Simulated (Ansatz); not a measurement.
Start from SnO2 in the rutile structure (space group P4_2/mnm, No. 136).

```xyz
6
Lattice="4.7585 0.0000 0.0000 0.0000 4.7585 0.0000 0.0000 0.0000 3.2001" Properties=species:S:1:pos:R:3 pbc="T T T"
Sn     0.0000     0.0000     0.0000
Sn     2.3793     2.3793     1.6001
O      1.4556     1.4556     0.0000
O      3.8349     0.9236     1.6001
O      0.9236     3.8349     1.6001
O      3.3029     3.3029     0.0000
```

Cartesian axes are those of the cell as printed.

Calculations: r2SCAN in Ansatz (plane waves to 500 eV, PAW, spin-orbit coupling left out), earlier PAW set.

Now apply this change: the cell is stretched by 3.37 % along y with no lateral relaxation, atoms relaxed at fixed cell.

**Question.** Predict the stress tensor and what it implies for the stiffness.

**Answer.** Stress of the strained cell less that of the base (GPa, compression positive):
```
  -5.04    0.00    0.00
   0.00   -7.95    0.00
   0.00    0.00   -4.63
```

Then −Δσ_ii/ε with ε = 0.0337 gives secant stiffness values (nonlinear terms included at this strain): C22 ≈ 236 GPa, C12 ≈ 150 GPa and C23 ≈ 137 GPa.

As a check, the harmonic strain energy −½ V₀ Δσ:ε is 10 meV/atom; the computed energy rise is 10 meV/atom.

Stability against distortions was not tested.

Ansatz is a program for electronic structure.
